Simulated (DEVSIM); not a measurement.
Device: illuminated GaAs p-on-n cell, one wavelength, at 250 K.

Layer 1 from the left is GaAs, thickness (μm) 0.320, Na (cm⁻³) 6.8e17, τn (s) 1.7e-9, τp (s) 3.2e-10, absorption coefficient (cm⁻¹) 23000. Layer 2 from the left is GaAs, thickness (μm) 3.00, Nd (cm⁻³) 2e16, τn (s) 1.4e-8, τp (s) 1.4e-8, absorption coefficient (cm⁻¹) 23000.

Left contact: ohmic, minority electron recombination velocity 400 cm/s. Right contact: ohmic, minority hole recombination velocity 4e5 cm/s. Voltage is applied to the left contact. Recombination: SRH at mid-gap, radiative, Auger. Light enters at the left, 9.5e17 photons cm⁻² s⁻¹, one pass, no reflection. Mobility is constant in doping.

This is a model device: material constants are rounded textbook-type values typed into the input, and sizes, dopings and lifetimes were drawn at random. Values at 300 K; Nc and Nv go as T^1.5, mobilities as T to minus their exponent, the gap by Varshni's rule with the affinity fixed.

GaAs: gap (eV) 1.424, affinity (eV) 4.07, permittivity 12.9, Nc (cm⁻³) 4.7e17, Nv (cm⁻³) 9e18, μn (cm²/Vs) 8500, μp (cm²/Vs) 400, T exponent of μn 2.1, T exponent of μp 2.2, B (cm³/s) 2e-10, Cn (cm⁶/s) 1e-30, Cp (cm⁶/s) 1e-30, Varshni α (eV/K) 0.000541, Varshni β (K) 204.

DEVSIM, 1D drift-diffusion, Boltzmann statistics, complete ionisation; no tunnelling, impact ionisation, image-force lowering or self-heating.

Dark forward current:

| |V| (V) | |J| (A/cm²) |
|---|---|
| 0.10 | 2.735e-13 |
| 0.15 | 9.375e-13 |
| 0.20 | 3.110e-12 |
| 0.25 | 1.023e-11 |
| 0.30 | 3.356e-11 |
| 0.35 | 1.102e-10 |
| 0.40 | 3.626e-10 |
| 0.45 | 1.195e-9 |
| 0.50 | 3.946e-9 |
| 0.55 | 1.307e-8 |
| 0.60 | 4.340e-8 |
| 0.65 | 1.447e-7 |
| 0.70 | 4.848e-7 |
| 0.75 | 1.637e-6 |
| 0.80 | 5.605e-6 |
| 0.85 | 1.976e-5 |
| 0.90 | 7.452e-5 |
| 0.95 | 0.0003245 |
| 1.00 | 0.001796 |
| 1.05 | 0.01294 |
| 1.10 | 0.1121 |
| 1.15 | 1.059 |
| 1.20 | 10.05 |
| 1.25 | 80.67 |
| 1.30 | 457.9 |
| 1.35 | 2008 |

Work out the local ideality factor n = ΔV / (kT/q · ln(J2/J1)) between the rows 0.10 and 0.15 V, 1.15 and 1.20 V, 1.30 and 1.35 V.

kT/q = 21.54 mV. From 0.10 to 0.15 V: ln(9.375e-13/2.735e-13) = 1.232, n = 1.88, near the 2 of recombination in the depletion region. From 1.15 to 1.20 V: ln(10.05/1.059) = 2.250, n = 1.03, near the 1 of diffusion or emission over a barrier. From 1.30 to 1.35 V: ln(2008/457.9) = 1.478, n = 1.57; the layers' resistance at their doping, Σ W/(qμN) = 8.0e-6 Ω cm², would take 12 mV of this step of 50 mV.

What current could the absorbed light give at most, and what share is collected?

Σ αd = 7.64, so qΦ(1 − exp(−Σ αd)) = 152 mA/cm². The simulated short-circuit current is 146.1 mA/cm², a share of 0.96.

Estimate the open-circuit voltage by superposition: the voltage at which the dark current equals that short-circuit current.

Interpolating ln J in the table gives 1.106 V. The simulation gives 1.105 V, the same within the digits that matter. Superposition holds where collection doesn't change with voltage.

Estimate the fill factor from FF0 = (v − ln(v + 0.72))/(v + 1), v = qVoc/(nkT), with n from the dark curve.

The rows about Voc, 1.10 and 1.15 V, give n = 1.03, so v = 49.6 and FF0 = 0.903. The simulation gives 0.884; the estimate lies 2.1 % above.
